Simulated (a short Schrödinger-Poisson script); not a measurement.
Symmetric double-gate stack, Al2O3 on p-type InP

Stack: symmetric double-gate stack, Al2O3 on p-type InP, at 300 K.

```
layer  material  thickness (nm)  Na (cm⁻³)
-----  --------  --------------  ---------
1         Al2O3             5.8          -
2           InP               8       5e15
3         Al2O3             5.8          -
```

Constants are typed, rounded textbook-type inputs, not results; the design itself was drawn at random and stands for no fabricated device. Al2O3: permittivity 9, conduction-band edge (eV) 3.03, gap (eV) 6.8, electron mass (mₑ) 0.3. InP: permittivity 12.5, conduction-band edge (eV) 0, gap (eV) 1.344, Nv at 300 K (cm⁻³) 1.1e19.

Channel valleys (confinement mass, in-plane density-of-states mass, number): Γ 0.08, 0.08, 1. At the gates, both at one voltage, the conduction-band edge of layer 1 lies 3.22 eV − eVg above the Fermi level of the channel. Gaps are held at their typed values at every temperature. Mesh 0.03 nm at interfaces.

Solved with a short Schrödinger-Poisson script written for these runs: 1D Poisson equation in equilibrium, electrons quantum, Hartree plus LDA exchange-correlation (BenDaniel-Duke, 12 states a valley, the channel's in-plane mass for all, wave functions ending at the dielectric), parabolic valleys, classical holes, full ionisation, no traps, pinning or gate leakage.

| Vg (V) | electrons (cm⁻²) | C (μF/cm²) | Γ E0 (meV) | Γ E1 (meV) |
|---|---|---|---|---|
| 0 | 3.29e7 | < 0.003 | 263.1 | 483.4 |
| 0.1 | 1.66e9 | 0.0107 | 161.7 | 382.3 |
| 0.2 | 7.34e10 | 0.391 | 62.7 | 283.6 |
| 0.3 | 6.29e11 | 1.27 | -1.8 | 218.0 |
| 0.4 | 1.50e12 | 1.49 | -40.0 | 177.1 |
| 0.5 | 2.45e12 | 1.54 | -71.7 | 142.3 |
| 0.6 | 3.42e12 | 1.56 | -101.4 | 109.4 |
| 0.7 | 4.40e12 | 1.58 | -130.1 | 77.5 |
| 0.8 | 5.39e12 | 1.62 | -157.5 | 46.9 |
| 0.9 | 6.43e12 | 1.70 | -182.3 | 18.9 |
| 1 | 7.52e12 | 1.78 | -203.9 | -6.0 |
| 1.1 | 8.64e12 | 1.83 | -223.0 | -28.2 |
| 1.2 | 9.79e12 | 1.86 | -240.6 | -48.9 |
| 1.3 | 1.10e13 | 1.87 | -257.4 | -68.7 |
| 1.4 | 1.21e13 | 1.88 | -273.9 | -88.1 |
| 1.5 | 1.33e13 | 1.88 | -290.3 | -107.3 |
| 1.6 | 1.45e13 | 1.88 | -306.5 | -126.4 |

Gate voltages with under 1e6 electrons/cm² are left out.

Subbands count from the Fermi level. The capacitance is that of both gates.

Above a few 1e12 electrons/cm² a light Γ valley is non-parabolic and upper valleys begin to fill, which the model leaves out.
